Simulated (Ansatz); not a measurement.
Abridged Ansatz (a program for electronic structure) output:

```
Pseudopotential: La, paw, valence charge 11
Pseudopotential: W, paw, valence charge 14
Pseudopotential: N, paw, valence charge 5
Crystal: 7 atoms, lattice volume = 101.809 Å³
Basis set: ecut = 420 eV, 1977 PW (Γ), exchange–correlation on 96×96×96 points (8 copies of the dense FFT grid, shifted against one another)
Bands: 35, of which v1, the nominal top of the filled ones, is band 28 counted from 1 (27 counted from 0)
Symmetry: 16 space group operations
k-points: 349 of 4096
Functional: x = pbe(κ = 0.804, μ = 0.2195149727645171), c = pbe(β = 0.06672455060314922)
SCF iter   1: F=—  HF=-24428.839191 eV  |F-HF|=—  |Δ(HF+E_count)|=         —  Δρ=5.89e-3  dr2=4.39e-2  ethr=1.77e-3  ⟨swp⟩=5.2  Hψ=49469  notcnv=0  defer=3
SCF iter   2: F=—  HF=-24428.832937 eV  |F-HF|=—  |Δ(HF+E_count)|=   6.25e-3  Δρ=2.23e-3  dr2=6.59e-3  ethr=7.83e-5  ⟨swp⟩=2.1  Hψ=22773  notcnv=0  defer=153
SCF 1 converged in 10 iterations: F = -24428.832359 eV  dr2 = 2.65e-10
SCF converged after 10 iterations
Free energy (F): -24428.832359 eV
Internal energy: -24428.824104 eV  (E = F + TS)
E sigma→0 (E₀):  -24428.828231 eV
Entropy (-TS):   -0.008255 eV (-1.179 meV/atom)
Fermi energy:    13.345605 eV
--- Forces (eV/Å), atoms counted from 1 ---
  atom   1  La     0.00000000    -0.00000000    -0.00007557
  atom   2  La     0.00000000    -0.00000000     0.00007557
  atom   3  W      0.00000000     0.00000000     0.00000000
  atom   4  N     -0.00000000     0.00000000    -0.00030515
  atom   5  N     -0.00000000     0.00000000     0.00030515
  atom   6  N      0.00000000     0.00000000    -0.00000000
  atom   7  N     -0.00000000     0.00000000    -0.00000000
--- Stress (GPa, compression-positive) ---
       -0.004624       0.000000      -0.000000
        0.000000      -0.004624       0.000000
        0.000000      -0.000000      -0.003425
  P = ⅓ Tr σ = -0.0042 GPa (-0.042 kbar)
```

Q: What was computed, and what are the main results?

A: La2WN4, 7 atoms in the cell, with PBE in Ansatz (plane waves to 420 eV, PAW, scalar-relativistic without spin-orbit coupling). The last SCF converged to F = -24428.832359 eV, or -3489.8332 eV per atom, at a pressure of 0.00 GPa. The total energy compares only with runs of the same code, potentials and settings.

Spin-orbit coupling, missing from the scalar runs, can matter with W. Whether these cells are dynamically stable was not tested. The final runs are not spin-polarised. The cell is La$_{2}$WN$_{4}$ (space group I4/mmm, No. 139; a hypothetical phase, not in the database extracts checked).
